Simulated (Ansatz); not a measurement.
YGa (Cmcm, No. 63) was calculated with r²SCAN in Ansatz (PAW).

Run with plane-wave cutoff 560 eV, 14×14×14 k mesh, Fermi–Dirac smearing 0.05 eV, scalar-relativistic PAW data made under PBE.

Cell (relaxed at this level):

```xyz
4
Lattice="2.1703 -5.4185 0.0000 2.1703 5.4185 0.0000 0.0000 0.0000 4.0671" Properties=species:S:1:pos:R:3 pbc="T T T"
Y      2.1703    -3.9178     3.0503
Y      2.1703     3.9178     1.0168
Ga     2.1703    -0.8110     3.0503
Ga     2.1703     0.8110     1.0168
```

Problem. What does this level give for the bulk modulus?

Solution. 
* **bulk modulus**: 71.9 GPa

The run finds no gap.

Note: the bulk modulus is −V dP/dV from two relaxed cells at ±2 % in volume.

The computed numbers hold no vibrational or temperature effects.

It cost about 10 core-minutes (a rough figure) of CPU time.

Ansatz is a first-principles code.
